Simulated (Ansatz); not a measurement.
Symmetric slabs, relaxed from ideal cuts in 1x1 cells, of group IV semiconductors: work function (eV) by functional, in Ansatz (plane waves, PAW). All structures are PBE's; the other columns are single points with references at the same level. No spin-orbit coupling, Hubbard U or dispersion.

```csv
system,PBE,LDA,PBEsol,RPBE,r2SCAN
"alpha tin (211), ideal cut with outer spacing 1.36 Å",4.34,4.59,4.41,4.24,4.50
"alpha tin (111), ideal cut with outer spacing 0.96 Å",4.33,[?],4.40,4.24,4.51
"alpha tin (310), ideal cut with outer spacing 1.05 Å",4.05,4.32,[?],3.93,4.13
"alpha tin (100), ideal cut with outer spacing 1.66 Å",4.51,4.73,4.56,4.42,4.70
"alpha tin (210), ideal cut with outer spacing 0.74 Å",4.14,4.39,4.20,4.03,4.24
"alpha tin (311), ideal cut with outer spacing 1.51 Å",4.10,4.37,4.18,3.98,4.20
"alpha tin (331), ideal cut with outer spacing 0.38 Å",4.31,4.54,[?],4.22,4.49
"alpha tin (221), ideal cut with outer spacing 0.55 Å",4.34,4.57,4.40,4.25,4.53
"alpha tin (110), ideal cut with outer spacing 2.35 Å",4.35,4.59,4.41,4.25,[?]
```

Fill in the missing entries.


- alpha tin (111), ideal cut with outer spacing 0.96 Å, LDA: 4.58
- alpha tin (310), ideal cut with outer spacing 1.05 Å, PBEsol: 4.13
- alpha tin (331), ideal cut with outer spacing 0.38 Å, PBEsol: 4.37
- alpha tin (110), ideal cut with outer spacing 2.35 Å, r2SCAN: 4.52

The rows are a random draw from the class, without slabs that broke up, higher cuts of a face and adsorbates that left their site. Mean shift from PBE over these rows: LDA 0.25 eV (from 0.22 to 0.28, 9 rows); PBEsol 0.06 eV (from 0.05 to 0.08, 9 rows); RPBE -0.10 eV (from -0.12 to -0.09, 9 rows); r2SCAN 0.15 eV (from 0.08 to 0.19, 9 rows).

Ansatz is a first-principles code.
